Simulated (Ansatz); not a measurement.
System: antifluorite K₂S. Method: Hartree–Fock (PAW; Ansatz, an electronic-structure program).

Numerical settings: plane-wave cutoff 460 eV, 6×6×6 k mesh, Fermi–Dirac smearing 0.01 eV, scalar-relativistic PAW data made under PBE.

Properties against volume:

| V (Å³/atom) | P (GPa) | direct gap at Γ (eV) | smallest gap on the k mesh (eV) |
|---|---|---|---|
| 35.367 | 1.01 | 8.949 | 8.819 |
| 36.298 | 0.47 | 8.823 | 8.717 |
| 36.762 | 0.23 | 8.763 | 8.665 |
| 37.229 | 0.00 | 8.703 | 8.613 |
| 38.159 | -0.42 | 8.589 | 8.513 |
| 39.090 | -0.78 | 8.479 | 8.416 |

The fundamental gap (8.61 eV at the equilibrium volume, on the SCF mesh) lies elsewhere than Γ–Γ.

Note: the cell is over a tenth larger than the published one (another phase or state, or a fault of the published cell, is possible).
